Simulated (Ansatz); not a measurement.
The parent structure is Ti in the hcp (Mg type) structure (space group P6_3/mmc, No. 194; a = 2.902 Å, c = 4.593 Å; relaxed with 0.1 eV smearing). Axes: x lies along a and z along c of the hexagonal cell.

Method: PBEsol, PAW, 420 eV (Ansatz, an electronic-structure program; no spin-orbit coupling).

Strains are applied to the cell and any free atomic positions relax; under biaxial strain the out-of-plane vector relaxes too.

One change was made to it. Results:

The pressure (mean of the normal stresses, compression positive) goes from zero to -2.5 GPa; the volume per atom grows by 0.393 Å³ to 17.14 Å³.

### Question
What was done to the base?
A) biaxial strain −1.00 %, plane normal [001], relaxed out of plane
B) biaxial strain +2.00 %, plane normal [001], relaxed out of plane
C) biaxial strain −1.50 %, plane normal [001], relaxed out of plane
D) biaxial strain +1.50 %, plane normal [001], relaxed out of plane

### Answer
B, biaxial strain +2.00 %, plane normal [001], relaxed out of plane. For comparison, the pressure in the other runs: biaxial strain −1.50 %, plane normal [001], relaxed out of plane gives 2.1 GPa; biaxial strain −1.00 %, plane normal [001], relaxed out of plane gives 1.4 GPa; biaxial strain +1.50 %, plane normal [001], relaxed out of plane gives -1.9 GPa.

Stability against distortions was not tested. The final runs are not spin-polarised.
